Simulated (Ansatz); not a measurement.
**What x(N) = 0.25, 8 atoms, P-4m2 does to GaAs**

Consider GaAs in the zinc blende structure (space group F-43m, No. 216; a = 5.7461 Å).

The other end (x = 1) is GaN in the zinc blende structure (space group F-43m, No. 216): 11.77 Å³/atom, gap 1.54 eV; this end may not be an ambient phase.

Now apply this change: a fraction x = 0.25 of the As sites is given to N, ordered in a cell of 8 atoms (starting symmetry P-4m2) and fully relaxed.

Method: PBE in Ansatz (plane waves to 420 eV, PAW, no spin-orbit coupling), earlier PAW set. Settings: 12×12×5 k-points, 0.05 eV Fermi–Dirac smearing, for the changed cell.

| quantity | base | changed | shift |
|---|---|---|---|
| volume per atom | 23.71 Å³ | 20.19 Å³ | -3.52 Å³ |
| density | 5.06 g/cm³ | 5.32 g/cm³ | +0.26 g/cm³ |
| shortest interatomic distance | 2.488 Å | 2.151 Å | -0.337 Å |
| band gap | 0.16 eV | zero | – |
| mixing energy (to 0.01 eV only: unlike meshes or grids) | – | +0.20 eV/atom | – |
| deviation of the volume from the linear (Vegard-type) interpolation | – | -2.6 % | – |
| mean first-shell distances | – | As–Ga 2.439 Å (end compound 2.488 Å), N–Ga 2.151 Å (end compound 1.970 Å) | – |

These are small ordered cells, not random alloys; other orderings at the same x differ. No phonon test of stability was made. All final runs are without spin polarisation. This is not the structure that GaN has at room temperature and ambient pressure. The zero or small gap of Ga4As3N and GaAs can change with the level of theory.

Ansatz is a first-principles code.
